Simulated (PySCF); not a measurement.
PySCF 2.14.0, HF/def2-svpd, df: Cr(O)2(Br)(OMe) (C[O][Cr](=[O])(=[O])[Br]), 9 atoms. The geometry is a generated start, not checked to be a minimum at this level.

```yaml
task: energy
method: hf
basis: def2-svpd
two_electron_scheme: density fitting
mol.max_memory: 3000 MB
mf.max_cycle: 100
mf.conv_tol: 1e-09 (default)
basis_functions: 188
```

```xyz
9

Cr    -0.6863     1.1265     0.5515
O     -0.3173     2.5118    -0.0385
O     -0.8464     1.1192     2.0950
Br    -2.7998     0.8122    -0.1695
O      0.1525    -0.1423    -0.0594
C      0.9593    -1.1499    -0.5107
H      0.4283    -2.1077    -0.4255
H      1.2484    -0.9740    -1.5577
H      1.8612    -1.1957     0.1149
```

Charge 0 and multiplicity 1 are set for this test and not shown to be the ground state.

With the defaults (mf.DIIS = CDIIS, mf.diis = true, mf.damp = 0, mf.diis_start_cycle = 1, mf.diis_space = 8, mf.init_guess = minao, newton = off) it converges in 25 Fock builds. One run each on 2 threads, 1 BLAS thread, with these changes:
- mf.diis = false, mf.damp = 0.7, mf.diis_start_cycle = 999
- mf.init_guess = sap
- mf.diis_space = 20
- mf.damp = 0.7, mf.diis_start_cycle = 8
- mf.init_guess = atom
- mf.diis_space = 12
- mf.diis = false
- newton = Hessian by the SCF's own integrals
- mf.DIIS = EDIIS

Task: Name the settings that don't reach the solution of the defaults.

Result: No convergence: mf.DIIS = EDIIS; mf.diis = false; mf.diis = false, mf.damp = 0.7, mf.diis_start_cycle = 999 (the run ends without SCF convergence in 100 cycles). The rest reach the solution of the defaults.

```csv
setting,Fock builds,end
mf.diis_space = 20,22,same solution
mf.diis_space = 12,23,same solution
mf.init_guess = atom,24,same solution
the defaults,25,same solution
"mf.damp = 0.7, mf.diis_start_cycle = 8",28,same solution
mf.init_guess = sap,34,same solution
newton = Hessian by the SCF's own integrals,58,same solution
mf.DIIS = EDIIS,101,no convergence
mf.diis = false,101,no convergence
"mf.diis = false, mf.damp = 0.7, mf.diis_start_cycle = 999",101,no convergence
```

Under newton the count holds the products with the orbital Hessian.
